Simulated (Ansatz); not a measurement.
Br on the 1x1 (110) surface of bcc W, one in a 2x2 cell, energies for each (28.7 Å²). Energies are against ½ Br2(g), without zero-point or thermal terms; each row is named by its start.

The numbers are results of PBE (plane waves to 420 eV, PAW; Ansatz, a quantum-chemistry and plane-wave program), not measurements.

Task: Which site binds most strongly?
(A) bridge W-W (span 2.8 Å)
(B) hollow W-W-W
(C) bridge W-W (span 3.2 Å)
(D) top W

Result: B, hollow W-W-W. Adsorption energies: hollow W-W-W -2.43 eV; bridge W-W (span 2.8 Å) -2.29 eV; bridge W-W (span 3.2 Å) -2.24 eV; top W -1.87 eV.
